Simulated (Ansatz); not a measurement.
Structures of equal composition on the (111)A surface of zinc-blende InAs (In plane on top): 2x2 O adatom at H3; 2x2 O adatom at T4. The slabs share one bottom face, and each structure is named by its start. These are constructed structures in small cells; real faces may alloy, dewet or reconstruct in larger ones, and not all known structures of the face are among them. Slabs of about 15 Å with all that they carry, Fermi-Dirac smearing of 0.025 eV. Bottom of the slabs: H caps. Relaxed from the named starts with such symmetry as they have, on meshes of like density; energies extrapolated to zero smearing; no spin-orbit coupling, no U. Spin-polarised runs, if any, are marked in brackets, and their order is one that fits the cell; the others ran without spin. Where a second, spin-polarised start was run, the lower counts.

Host crystal: zinc-blende InAs, a metal or without a clear band gap (PBE, scalar-relativistic without spin-orbit coupling).

These are PBE (plane waves to 420 eV, PAW; Ansatz, a first-principles code) values and carry that method's errors.

Task: Order them by energy per 1x1 cell (lowest first) at the level PBE.

Result: 2x2 O adatom at H3 (0.000 eV [spin, 0.8 μB a cell], no gap over 0.04 eV on the mesh), 2x2 O adatom at T4 (0.113 eV (1 As–O bonds broke) [spin start, no net moment], no gap over 0.04 eV on the mesh)
